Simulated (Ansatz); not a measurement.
System: cubic perovskite CsCaF3. Method: r²SCAN-D4 in Ansatz (PAW).

Settings: plane-wave cutoff 560 eV, 8×8×8 k mesh, Fermi–Dirac smearing 0.01 eV, scalar-relativistic PAW data made under PBE.

Properties against volume:

```
V (Å³/atom)  P (GPa)  direct gap at Γ (eV)
-----------  -------  --------------------
17.226          4.00                 8.512
17.592          2.51                 8.370
17.959          1.18                 8.234
18.325          0.00                 8.104
18.692         -1.06                 7.978
19.058         -1.99                 7.858
19.425         -2.83                 7.742
```

A straight line through the gaps at Γ against ln V gives a volume deformation potential dE_g(Γ)/d ln V of -6.4 eV: the gap at Γ widens under compression.

Note: the relaxation could not lower the start's symmetry, so the cell can be a saddle point above a distorted one.

Spin–orbit coupling is not included.

Ansatz is a first-principles code.
